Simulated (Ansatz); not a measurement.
V_Zr in rock-salt ZrN (start: the Zr site; 64-site cell, 4×4×4 shifted sampling), charge 0. Computed with PBE, PAW (plane waves to 420 eV; Ansatz, a quantum-chemistry and plane-wave program).

```
Quantity                                   Result
--------------------------------  ---------------
total energy of the defect cell   -142095.3196 eV
total energy of the perfect cell  -146282.1566 eV
μ(Zr) in hcp Zr, atoms added −1     -4183.8354 eV
Δμ(Zr), Zr-rich                          0.000 eV
```

Task: Work out the formation energy.

Result: E_f = E(defect) − E(perfect) − Σ n μ = 4186.837 − (4183.835) = 3.00 eV.
